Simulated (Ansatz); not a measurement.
# Effect of x(Lu) = 0.5, 8 atoms, C222 (arrangement A) on TiAl3

Consider TiAl$_{3}$ (space group I4/mmm, No. 139; a = 3.846 Å, c = 8.620 Å).

The other end (x = 1) is Lu₃Ti (space group I4/mmm, No. 139; a hypothetical phase, not in the database extracts checked): 25.56 Å³/atom, gap zero; this end may not be an ambient phase.

One thing is altered: a fraction x = 0.5 of the Al sites is given to Lu, ordered in a cell of 8 atoms (starting symmetry C222) and fully relaxed.

Method: plane-wave PAW DFT at the PBE level (Ansatz, a program for electronic structure, 420 eV), no spin-orbit coupling. Settings: 9×9×8 k-points, 0.05 eV Fermi–Dirac smearing, for the changed cell.

The volume per atom increases by 4.678 Å³, from 15.94 Å³ to 20.61 Å³ and the density grows by 3.709 g/cm³, from 3.36 g/cm³ to 7.06 g/cm³. The shortest interatomic distance goes up by 0.234 Å to 2.953 Å and the band gap stays zero. The mixing energy amounts to +0.03 eV/atom (to 0.01 eV only: unlike meshes or grids) (against an end that may be hypothetical).

Final structure:

```
CELL_PARAMETERS angstrom
      3.00430    -4.57057     0.00000
      3.00430     4.57057     0.00000
      0.00000     0.00000     6.00510
ATOMIC_POSITIONS crystal
  Al 0.50000 0.00000 0.75307
  Al 0.00000 0.50000 0.24693
  Lu 0.50000 0.50000 0.50000
  Al 0.00000 0.00000 0.00000
  Lu 0.00000 0.00000 0.50000
  Lu 0.50000 0.50000 0.00000
  Ti 0.00000 0.50000 0.75510
  Ti 0.50000 0.00000 0.24490
```

Cost of the whole job for the changed cell (relaxation, final SCF and bands): roughly 13 core-minutes.

These are small ordered cells, not random alloys; other orderings at the same x differ. Stability against distortions was not tested. The final runs are not spin-polarised. An odd electron count without spin: TiAl3 and Lu3Ti. Lu3Ti2Al3 and Lu3Ti have a high density of states at the Fermi level and may be magnetic at this level.
